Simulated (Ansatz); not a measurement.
Consider TiC in the rock salt structure (space group Fm-3m, No. 225; a = 4.261 Å; relaxed with 0.1 eV smearing). Axes: x, y, z lie along the cube axes.

Method: LDA (Ansatz, a first-principles code; PAW; 420 eV plane waves; without spin-orbit coupling).

For the base:

Volume per atom: 9.67 Å³

It is then changed as follows: biaxial strain +3.00 %, plane normal [001], relaxed out of plane (Cartesian); in-plane vectors clamped, the third vector and the atoms free.

### Question
What happens to the energy relative to the base, volume per atom and in-plane stress?

### Answer
The energy rises by 32 meV/atom; the volume per atom rises by 0.46 Å³, from 9.67 Å³ to 10.13 Å³; the mean in-plane stress (compression positive) amounts to -16.7 GPa.

Whether these cells are dynamically stable was not tested. The final runs are not spin-polarised.
